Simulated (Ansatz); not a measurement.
```
SnS
1.0
   11.15548     0.00000     0.00000
    0.00000     3.99991     0.00000
    0.00000     0.00000     4.21991
Sn S
4 4
Direct
  0.61845   0.75000   0.60656
  0.88155   0.25000   0.10656
  0.38155   0.25000   0.39344
  0.11845   0.75000   0.89344
  0.35287   0.75000   0.97542
  0.14713   0.25000   0.47542
  0.64713   0.25000   0.02458
  0.85287   0.75000   0.52458
```

No spin polarisation.

Level of theory: PBE-D3(BJ) (Ansatz, an electronic-structure program, PAW, without spin-orbit coupling), earlier PAW set. k-mesh 3×8×8 (Γ-centred); smearing 0.05 eV (Fermi–Dirac).

### Question
Predict the space group and pressure.

### Answer
- Space group: Pnma (No. 62)
- Pressure (mean of the normal stresses, compression positive): 0.34 GPa

The cells carry an imposed strain or load. Stability against distortions was not tested. The cell was made from SnS in the GeS type structure (space group Pnma, No. 62) by this change: uniaxial strain ε_zz = −0.96 %.
